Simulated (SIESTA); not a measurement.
A user runs SIESTA on Mg (P6_3/mmc, 2 atoms in the cell) and asks whether the run is sound. The aim is a self-consistent single point with DFT, LDA PW92, numerical atomic orbitals DZP, PseudoDojo LDA standard norm-conserving potentials (rewritten from UPF to PSML).

Cell that was meant: a = 3.1974 Å, b = 3.1974 Å, c = 5.1823 Å, α = 90.00°, β = 90.00°, γ = 120.00°.

Part of the input:

```
    0   0   5  0.0
%endblock kgrid.MonkhorstPack
OccupationFunction           FD
ElectronicTemperature        2.0 eV

MaxSCFIterations             150
SCF.Mixer.Method             Pulay
```

The program printed (abridged):

```
reinit: Reading from file input.fdf

reinit: System Name: Mg
reinit: System Label: Mg

   [... lines left out ...]
       -1.598698    2.769026    0.000000
        0.000000    0.000000    5.182330

outcell: Cell vector modules (Ang)   :    3.197396    3.197396    5.182330
outcell: Cell angles (23,13,12) (deg):     90.0000     90.0000    120.0000
outcell: Cell volume (Ang**3)        :     45.8827
new_DM -- step:     1
Initializing Density Matrix...

Attempting to read DM from file... Failed...
DM filled with atomic data:

InitMesh: MESH = 36 x 36 x 64 = 82944
InitMesh: Mesh cutoff (required, used) =   400.000   421.514 Ry

stepf: Fermi-Dirac step function
        iscf     Eharris(eV)        E_KS(eV)     FreeEng(eV)     dDmax    Ef(eV) dHmax(eV)
   scf:    1    -3210.819024    -3220.612512    -3229.714203  1.947465 -3.626474  2.743533
   scf:    2    -3220.623554    -3220.618064    -3229.722553  0.026510 -3.638681  2.432897
   scf:    3    -3220.631790    -3220.626685    -3229.752348  0.197158 -3.734696  0.011174
   scf:    4    -3220.625955    -3220.626321    -3229.752329  0.003612 -3.739602  0.059029
   scf:    5    -3220.627490    -3220.626906    -3229.752349  0.005028 -3.738327  0.002107
mix: Pulay -- inversion failed, > SVD [rank/size] 2 / 4
   scf:    6    -3220.626949    -3220.626928    -3229.752349  0.000188 -3.738281  0.000018
mix: Pulay -- inversion failed, > SVD [rank/size] 2 / 5
   scf:    7    -3220.626928    -3220.626928    -3229.752349  0.000003 -3.738281  0.000009
SCF Convergence by DM+H criterion
max |DM_out - DM_in|         :     0.0000025276
max |H_out - H_in|      (eV) :     0.0000091084
SCF cycle converged after 7 iterations

Using DM_out to compute the final energy and forces

siesta: E_KS(eV) =            -3220.6269

siesta: E_KS - E_eggbox =     -3220.6269

siesta: Atomic forces (eV/Ang):
     1    0.000010   -0.000006    0.000000
     2   -0.000010    0.000006    0.000000
   Tot   -0.000000    0.000000    0.000000
   Max    0.000010
   Res    0.000007    sqrt( Sum f_i^2 / 3N )
   Max    0.000010    constrained

Stress tensor Voigt[x,y,z,yz,xz,xy] (kbar):     -128.36     -128.36     -134.43        0.00       -0.00       -0.00
(Free)E + p*V (eV/cell)    -3226.0185
Target enthalpy (eV/cell)    -3229.7523

   [... lines left out ...]
siesta: FreeEng =     -3229.752349
   [... lines left out ...]
siesta:    -0.000000   -0.080115   -0.000000
siesta:    -0.000000    0.000000   -0.083904

siesta: Cell volume =         45.882653 Ang**3

siesta: Pressure (static):
siesta:                Solid            Molecule  Units
siesta:           0.00088632          0.00088632  Ry/Bohr**3
siesta:           0.08137807          0.08137823  eV/Ang**3
siesta:         130.38204844        130.38229861  kBar
```

Problem. Is anything amiss in this input, and did it matter?

Solution. The run is not sound. The fault is a smearing width that is far too large. A width of many tenths of an electronvolt moves electrons far across the Fermi level or the gap, and the free energy and its derivatives carry a large smearing term. To fix it, use a width small against the gap or band features. The run converged in 7 iterations without an error; against the sound input the free energy goes down by 2.43 eV/atom and the pressure goes from 0.91 to 13.04 GPa.

The sound input it was made from differs as follows (other fixes are possible):
```diff
-ElectronicTemperature        2.0 eV
+ElectronicTemperature        0.1 eV
```

With that input, the run converged in 7 iterations: free energy E − TS -3224.8842 eV; Fermi level (on the code's own zero) -3.38 eV; pressure 0.91 GPa (DFT, LDA PW92, numerical atomic orbitals DZP, PseudoDojo LDA standard norm-conserving potentials (rewritten from UPF to PSML)).

On the sound input: the starting cell comes from a database of computed structures (which also holds hypothetical and non-ambient phases and stackings), without a prior relaxation at this level. Its lattice was rescaled by a random factor within 2.5 % of one. Values carry the incompleteness of an atom-centred basis.
